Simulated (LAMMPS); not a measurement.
Simulation of a melt made from Ni (fcc), 4000 atoms, at 1730 K and 0 GPa, brought to that temperature within a few picoseconds.

Model: classical MD, pair style eam, the elements' _smf7.eam files (smf7) (LAMMPS).

```csv
angle (°),"probability per degree, Ni-Ni-Ni"
34.50,0.0000
37.50,0.0001
40.50,0.0013
43.50,0.0044
46.50,0.0082
49.50,0.0119
52.50,0.0146
55.50,0.0154
58.50,0.0149
61.50,0.0129
64.50,0.0110
67.50,0.0090
70.50,0.0075
73.50,0.0066
76.50,0.0061
79.50,0.0059
82.50,0.0061
85.50,0.0064
88.50,0.0072
91.50,0.0079
94.50,0.0085
97.50,0.0095
100.5,0.0101
103.5,0.0105
106.5,0.0107
109.5,0.0107
112.5,0.0103
115.5,0.0098
118.5,0.0092
121.5,0.0084
124.5,0.0076
127.5,0.0069
130.5,0.0065
133.5,0.0061
136.5,0.0058
139.5,0.0054
142.5,0.0051
145.5,0.0050
148.5,0.0046
151.5,0.0045
154.5,0.0041
157.5,0.0037
160.5,0.0033
163.5,0.0028
166.5,0.0024
169.5,0.0019
172.5,0.0013
175.5,0.0008
178.5,0.0003
```

Main features:
- state found: liquid
- most common Ni-Ni-Ni angle: in the 3° bin centred on 55.5° (mean of all 96°)

Caution: this liquid lies under the melting point of about 1810 K that EAM-type smf7 gives, so it is undercooled.
